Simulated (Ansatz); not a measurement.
# A computed series for SrTiO3: response to strain

The parent structure is SrTiO₃ in the cubic perovskite structure (space group Pm-3m, No. 221; a = 3.936 Å).

Strains are applied to the cell and any free atomic positions relax.

Computed with Ansatz (a program for electronic structure) PBE, scalar-relativistic without spin-orbit coupling.

```
isotropic strain (%)  band gap (eV)
--------------------  -------------
0                              1.84
0.6                            1.81
1.2                            1.77
1.8                            1.74
2.4                               ?
3                              1.66
```

Fit E_g = E₀ + Dε (ε in %) to the rows shown and predict the withheld row.

Least squares on the printed values gives E₀ = 1.84 eV, D = -60.1 meV per % of strain (largest residual 0.00 eV); this predicts 1.70 eV, and the run gives 1.70 eV, in agreement.

Stability against distortions was not tested. The final runs are not spin-polarised. Many cubic perovskites are stable only at high temperature; tilts and polar distortions were not tested.
